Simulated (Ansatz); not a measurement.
CH3 on the 1x1 (111) surface of fcc Ni, ferromagnetic, one in a 2x2 cell, energies for each (21.5 Å²). Energies are against CH4(g) − ½ H2(g), without zero-point or thermal terms; each row is named by its start.

These are PBE (plane waves to 420 eV, PAW; Ansatz, an electronic-structure program) values and carry that method's errors.

Slab: 20 atoms, 6.0 Å thick at the start under the adsorbate (thin: gaps and levels are the slab's own); k 7x7x1, smearing 0.1 eV, dipole-corrected; 8 atoms held, the rest relaxed; each run with such symmetry as its start has; spin-polarised, no spin-orbit, no U, no dispersion correction.

A negative adsorption energy means that the adsorbate is more stable on the surface than in its reference. Starts that drift may end in the same place. Heights count from the host atoms within 0.3 Å of the top one.

| starting site | E_ads (eV) | height (Å) | nearest host atom (Å) | bonded to | Δ work function (eV) | lateral drift (Å) | moment (μB) |
|---|---|---|---|---|---|---|---|
| top Ni | 0.86 | 2.10 | Ni 1.95 | Ni | -0.50 | 0.0 | 10.0 |
| hollow Ni-Ni-Ni over Ni at depth 2.0 Å | 0.62 | 1.58 | Ni 2.11 | 3 Ni | -1.39 | 0.0 | 10.0 |
| hollow Ni-Ni-Ni over Ni at depth 4.0 Å | 0.59 | 1.58 | Ni 2.11 | 3 Ni | -1.40 | 0.0 | 9.9 |
| bridge Ni-Ni (span 2.5 Å) | 0.59 | 1.58 | Ni 2.11 | 3 Ni | -1.40 | 0.7 | 9.9 |
